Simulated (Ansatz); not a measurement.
## Habitual settings against a tight run: CsHO (Cmc2_1, 6 atoms in the cell)

Self-consistent single point.

```yaml
crystal:
  lattice:
    - [2.19378, -5.77727, 0.00000]
    - [2.19378, 5.77727, 0.00000]
    - [0.00000, 0.00000, 4.57228]
  atoms:
    - { symbol: Cs, position: [0.86163, 0.13837, 0.73669] }
    - { symbol: Cs, position: [0.13837, 0.86163, 0.23669] }
    - { symbol: H, position: [0.53301, 0.46699, 0.60760] }
    - { symbol: H, position: [0.46699, 0.53301, 0.10760] }
    - { symbol: O, position: [0.59166, 0.40834, 0.76542] }
    - { symbol: O, position: [0.40834, 0.59166, 0.26542] }
```

Level of theory: LDA (PW92), default PAW files made with PBE (plane waves; Ansatz, a program for electronic structure).

Base settings: basis.ecutwfc = 30.9 Ry; kpoints.mp_grid.grid = 8 8 7; hamiltonian.xc = lda; hamiltonian.pseudopotentials = {kind: paw} (the program's default PAW files); scf.occupations.method = fixed.

Tight run (finer mesh or higher cutoff; not a proven limit): basis.ecutwfc: 30.9 Ry → 43.4 Ry; kpoints.mp_grid.grid: 8 8 7 → 11 11 10; scf.convergence.dr2_threshold: default (1e-07 eV) → 1e-09 eV. It gave top of the valence band (on the code's own zero) 3.90 eV; gap on the k-point mesh 3.35 eV; pressure -3.76 GPa; largest force (vector length) 0.091 eV/Å.

Quick runs, as changes from the base:
- A: the base itself
- B: basis.ecutwfc: 30.9 Ry → 15.4 Ry; kpoints.mp_grid.grid: 8 8 7 → 2 2 2; scf.occupations.method: fixed → cold; scf.occupations.width: default → 0.0147 Ry
- C: basis.ecutwfc: 30.9 Ry → 18.4 Ry; kpoints.mp_grid.grid: 8 8 7 → 1 1 1
- D: basis.ecutwfc: 30.9 Ry → 24.6 Ry; kpoints.mp_grid.grid: 8 8 7 → 6 6 6; scf.convergence.dr2_threshold: default (1e-07 eV) → 0.001 eV
- E: basis.ecutwfc: 30.9 Ry → 24.6 Ry; kpoints.mp_grid.grid: 8 8 7 → 2 2 2
- F: basis.ecutwfc: 30.9 Ry → 18.4 Ry; kpoints.mp_grid.grid: 8 8 7 → 6 6 6; scf.occupations.method: fixed → gaussian; kpoints.mp_grid.shift: default → 0.5 0.5 0.5; scf.occupations.width: default → 0.0367 Ry

Gaps are read on each run's own mesh, which may miss the band edges.

The count of work is k-points × plane waves × bands × iterations; it is no time. 

Pressures in the table are Ansatz's without its Pulay estimate, at a fixed set of plane waves; the tight run's value above holds the estimate.

The starting cell comes from a database of computed structures (which also holds hypothetical and non-ambient phases and stackings), without a prior relaxation at this level. Its lattice was rescaled by a random factor within 2.5 % of one. In the base run, with a pressure of about -4 GPa the cell is away from its equilibrium volume at this level.

| run | energy less tight (meV/atom) | pressure less tight (GPa) | largest miss in a force vector (eV/Å) | gap on the mesh less tight (eV) | count of work / tight |
|---|---|---|---|---|---|
| A | 4.4 | -0.32 | 0.017 | 0.000 | 0.18 |
| B | 1881.0 | -51.33 | 0.894 | -0.088 | 0.0053 |
| C | 1256.3 | -19.96 | 1.617 | -0.335 | 0.00097 |
| D | 69.1 | -3.80 | 0.039 | 0.000 | 0.069 |
| E | 71.9 | -3.87 | 0.040 | 0.002 | 0.0093 |
| F | 705.2 | -24.78 | 0.277 | 0.224 | 0.042 |

Among the runs at the tight run's level, the energy misses run from 4.4 to 1881.0 meV/atom.

Left out of this page: 2 runs of the series outside the window shown, repeating another row's setting, or not comparable.

Keys are those of Ansatz 0.2.
